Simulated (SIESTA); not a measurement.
Worked example: self-consistent single point of CaSe (Fm-3m, 2 atoms in the cell) in SIESTA.

Method: GGA PBE, numerical atomic orbitals DZP, PseudoDojo PBE standard norm-conserving potentials (rewritten from UPF to PSML) run with SIESTA 5.4.2.

```xyz
2
Lattice="0.0000 2.9748 2.9748 2.9748 0.0000 2.9748 2.9748 2.9748 0.0000" Properties=species:S:1:pos:R:3 pbc="T T T"
Ca     0.0000     0.0000     0.0000
Se     2.9748     2.9748     2.9748
```

Reference input (self-consistent single point, DFT, GGA PBE, numerical atomic orbitals DZP, PseudoDojo PBE standard norm-conserving potentials (rewritten from UPF to PSML)): XC.functional = GGA; XC.authors = PBE; potentials = PseudoDojo PBE standard; PAO.BasisSize = DZP; PAO.EnergyShift = 0.01 Ry; MeshCutoff = 300 Ry; kgrid.MonkhorstPack = 7 7 7; OccupationFunction = FD; ElectronicTemperature = 0.05 eV; MaxSCFIterations = 150; SCF.Mixer.Method = Pulay; SCF.Mixer.Weight = 0.25. This run's input differs from it in these lines:

```diff
@@ -28,5 +28,5 @@
 %block kgrid.MonkhorstPack
-    7   0   0  0.0
-    0   7   0  0.0
-    0   0   7  0.0
+   14   0   0  0.5
+    0  14   0  0.5
+    0   0  14  0.5
 %endblock kgrid.MonkhorstPack
```

Output (repeated stretches shortened):

```
        iscf     Eharris(eV)        E_KS(eV)     FreeEng(eV)     dDmax    Ef(eV) dHmax(eV)
   scf:    1    -4352.098661    -4353.205502    -4353.205502  1.348503 -4.572745  3.064239
   scf:    2    -4353.425494    -4353.322471    -4353.322471  0.045155 -4.487369  1.953940
   scf:    3    -4353.415551    -4353.378210    -4353.378210  0.056582 -3.239912  0.472831
   scf:    4    -4353.383107    -4353.381028    -4353.381028  0.021882 -3.530524  0.031919
   scf:    5    -4353.380888    -4353.380980    -4353.380980  0.005616 -3.492057  0.072131
   scf:    6    -4353.381116    -4353.381057    -4353.381057  0.003182 -3.531364  0.001417
   scf:    7    -4353.381057    -4353.381057    -4353.381057  0.000085 -3.531881  0.000192
SCF Convergence by DM+H criterion
max |DM_out - DM_in|         :     0.0000850227
max |H_out - H_in|      (eV) :     0.0001921486
SCF cycle converged after 7 iterations

Using DM_out to compute the final energy and forces

siesta: E_KS(eV) =            -4353.3811

siesta: E_KS - E_eggbox =     -4353.3811

siesta: Atomic forces (eV/Ang):
     1   -0.000000   -0.000000   -0.000000
     2    0.000000    0.000000   -0.000000
   Tot    0.000000    0.000000   -0.000000
   Max    0.000000
   Res    0.000000    sqrt( Sum f_i^2 / 3N )
   Max    0.000000    constrained

Stress tensor Voigt[x,y,z,yz,xz,xy] (kbar):      -56.78      -56.78      -56.78       -1.16       -1.16       -1.16
(Free)E + p*V (eV/cell)    -4351.5152
Target enthalpy (eV/cell)    -4353.3811

siesta: Program's energy decomposition (eV):
siesta: FreeEng =     -4353.381057

   [... lines left out ...]
siesta:    -0.035439   -0.000726   -0.000726
siesta:    -0.000726   -0.035439   -0.000726
siesta:    -0.000726   -0.000726   -0.035439

siesta: Cell volume =         52.650599 Ang**3

siesta: Pressure (static):
siesta:                Solid            Molecule  Units
siesta:           0.00038598          0.00038598  Ry/Bohr**3
siesta:           0.03543930          0.03543930  eV/Ang**3
siesta:          56.78002241         56.78002325  kBar
```

The run converged in 7 iterations. Against the reference run the free energy is nearly the same (within 1 meV/atom), the pressure stays at 5.68 GPa and the gap on the mesh goes from 3.101 to 3.196 eV.

The starting cell has typed, rounded lattice constants, without a prior relaxation at this level. Its lattice was rescaled by up to half a per cent. Values carry the incompleteness of an atom-centred basis. The basis of the alkali or alkaline-earth atoms may lack their empty d shell, which can raise the gap. Another mesh or the band path of this cell gives a smaller gap, so this value is not converged in the mesh.
